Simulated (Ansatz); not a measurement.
```xyz
2
Lattice="0.0000 2.9794 2.9794 2.9794 0.0000 2.9794 2.9794 2.9794 0.0000" Properties=species:S:1:pos:R:3 pbc="T T T"
In     0.0000     0.0000     0.0000
P      1.4897     1.4897     1.4897
```

Dynamical quadrupoles are not included in the interpolation of the phonons between the solved wave vectors. Unless called populations, κ holds the coherence term between modes besides the Boltzmann populations.

Q: Estimate the lattice thermal conductivity at 100 K from the linearised phonon Boltzmann equation (three-phonon plus isotope scattering), DFT at the PBE level (Ansatz, a program for electronic structure) (third-order constants from a 54-atom supercell out to 5.5 Å, harmonic mesh 6×6×6, k mesh 6×6×6, scattering mesh 15×15×15).

A: κ = 310 W/(m K). Four-phonon, boundary and defect scattering are left out; adding them would lower the computed value.
